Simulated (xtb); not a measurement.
xtb 6.7.1, GFN2-xTB: pentafluoroethane anion (FC(F)C(F)(F)F), charge -1, multiplicity 2, 8 atoms. The geometry is a generated start, not checked to be a minimum at this level.

* **run flags**: --grad
* **method**: GFN2-xTB
* **--acc**: 1 (default)
* **--etemp (K)**: 300 (default)
* **basis functions**: 29
* **valence electrons**: 45

```xyz
8

F      1.1095    -1.1940     0.6757
C      0.7822    -0.1148    -0.0508
F      1.4109     0.9449     0.4765
C     -0.7502     0.1058     0.0020
F     -1.2016     0.2839     1.2346
F     -1.0828     1.1772    -0.7214
F     -1.3819    -0.9438    -0.5253
H      1.1139    -0.2591    -1.0913
```

Charge -1 and multiplicity 2 are set for this test and not shown to be the ground state. GFN-xTB has no spin term: --uhf 1 sets the occupations alone.

One run each on 1 thread. Values of broydamp tried: 0.02, 0.05, 0.1, 0.2, 0.4 (default), 0.6, 0.8, 1.

**Question.** How does the count of SCC iterations change with broydamp, and where is it least?

**Answer.** Fewest SCC iterations, within one of each other: 0.2 with 10, 0.4 (default) with 9, 0.6 with 9, 0.8 with 10. The count rises to 14 at 0.02. All converge to one solution.

```json
[
 {"broydamp": "0.02", "SCC iterations": "14", "end": "same solution"},
 {"broydamp": "0.05", "SCC iterations": "13", "end": "same solution"},
 {"broydamp": "0.1", "SCC iterations": "12", "end": "same solution"},
 {"broydamp": "0.2", "SCC iterations": "10", "end": "same solution"},
 {"broydamp": "0.4 (default)", "SCC iterations": "9", "end": "same solution"},
 {"broydamp": "0.6", "SCC iterations": "9", "end": "same solution"},
 {"broydamp": "0.8", "SCC iterations": "10", "end": "same solution"},
 {"broydamp": "1", "SCC iterations": "11", "end": "same solution"}
]
```
